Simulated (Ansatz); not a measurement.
## Sr2C (model structure, started from the fluorite type, Fm-3m, No. 225, 3 atoms in the cell): band gap by level of theory

No measured value is used here.

| level (code) | value (eV) |
|---|---|
| LDA (Ansatz) | 0.00 |
| PBE+SOC (Ansatz) | 0.00 |
| PBEsol+SOC (Ansatz) | 0.00 |
| r²SCAN+SOC (Ansatz) | 0.01 (direct) |
| HSE06 (Ansatz) | 0.37 |

Computed values are for a static lattice. Spin–orbit coupling is included only where a level's name says +SOC; with heavier elements it mostly lowers gaps and can invert bands. A gap of zero means that the bands touch or overlap; how far they overlap is not shown.  HSE06: PBE has no gap here, and a hybrid on a coarse mesh can open a false one. Values are at the PBEsol cell. Cutoffs and k meshes differ between the levels. Ansatz's density-functional and Hartree–Fock values are scalar-relativistic unless marked +SOC, with PAW data made under PBE.

A model structure was made by putting elements into a prototype or built by hand; it is no filed structure, need not be a known phase, and can be a saddle point held by its symmetry.

Ansatz is an electronic-structure program.
